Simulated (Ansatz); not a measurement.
The starting structures come from a database of crystals and need not be the phases stable at ambient conditions.

 Where the default PAW files enter, the runs use the earlier of Ansatz's two default sets.

Given:

```xyz
10
Lattice="5.2439 0.0000 0.0000 2.6219 4.5413 0.0000 2.6219 1.5138 4.7415" Properties=species:S:1:pos:R:3 pbc="T T T"
Zn     2.6219     1.5138     0.7007
Zn     7.8658     4.5413     3.0715
Sn     2.6219     1.5138     4.7153
Sn     5.2439     3.0276     2.3446
O      4.4949     1.4014     1.3623
O      4.2101     4.4893     1.3623
O      7.0267     3.1920     1.3623
O      5.9929     4.4289     3.7331
O      3.6557     2.9755     3.7331
O      6.0830     1.6782     3.7331
```

Space group of this cell: R3c. The cell is strained (lengths across the current scaled by 0.98, ions clamped).

Transport runs along the normal of the first two printed cell vectors, the (001) (indices of the unstrained crystal) plane of the conventional cell.

No gap correction and no spin-orbit coupling; mid-gap values are interpolated between computed energies.

**Question.** Predict the band gap and the smallest decay constant κ at mid-gap from PBEsol (Ansatz, an electronic-structure program).

**Answer.** Gap 1.25 eV on a 8×8×8 mesh; κ = 0.142 1/Å, at the zone centre.
